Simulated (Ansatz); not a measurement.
Data:

End structure of a constructed model of the (111) surface of fcc Pt, a pseudomorphic layer of Ga in the host's stacking (bottom of the slab: a bare face, its two planes held):

```xyz
7
Lattice="2.8072 0.0000 0.0000 -1.4036 2.4311 0.0000 0.0000 0.0000 30.0000" Properties=species:S:1:pos:R:3 pbc="T T T"
Pt     0.0000     1.6207     8.1901
Pt     1.4036     0.8104    10.4822
Pt     0.0000     0.0000    12.7632
Pt     0.0000     1.6207    15.0490
Pt     1.4036     0.8104    17.3575
Pt     0.0000     0.0000    19.7282
Ga     0.0000     1.6207    21.9135
```

Slab: 7 atoms, 13.6 Å thick at the start; k 15x15x1, smearing 0.1 eV, dipole-corrected; single point; on the structure that PBE left under its start's symmetry; no spin, no spin-orbit, no U. In PBE it is, or lies within 0.01 eV a 1x1 cell of, the lowest of the 2 structures of its composition computed so far; larger cells were not tried.

### Question
What is the computed work function of the top face (r2SCAN, at the PBE geometry run with Ansatz, a program for electronic structure)?

### Answer
4.67 eV
